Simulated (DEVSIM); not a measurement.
System: Au/Al2O3/n-Si capacitor, at 300 K.

Layer 1 from the left is Al2O3, thickness (nm) 2.60. Layer 2 from the left is Si, thickness (nm) 760, Nd (cm⁻³) 5.7e17.

Metal gate on the left, work function 5.1 eV. Fixed charge at the semiconductor interface 1.9e11 cm⁻² (in units of +e); no interface traps.

Constants are typed, rounded textbook-type inputs, not results; the design itself was drawn at random and stands for no fabricated device. Values at 300 K.

Al2O3: gap (eV) 6.8, affinity (eV) 1.35, permittivity 9. Si: gap (eV) 1.124, affinity (eV) 4.05, permittivity 11.7, Nc (cm⁻³) 2.86e19, Nv (cm⁻³) 3.1e19.

**Question.** Estimate by hand the flat-band voltage, the threshold voltage, and compare with a numerical solution.

**Answer.** 
- Flat-band voltage: C = 3.06 μF/cm², work-function difference 0.949 V; VFB = φms − qNf/C = 0.94 V; numerical 0.94 V.
- Threshold voltage: φF = 0.460 V, depletion charge √(4εqNφF) = 4.17e-7 C/cm²; VT = VFB − 2φF − Qd/C = -0.12 V; numerical -0.12 V.

Model (solved in DEVSIM): 1D Poisson equation in equilibrium, Boltzmann statistics, complete ionisation; no quantum confinement or tunnelling. Metal contacts follow the ideal Schottky-Mott rule: no Fermi-level pinning, no interface dipoles.
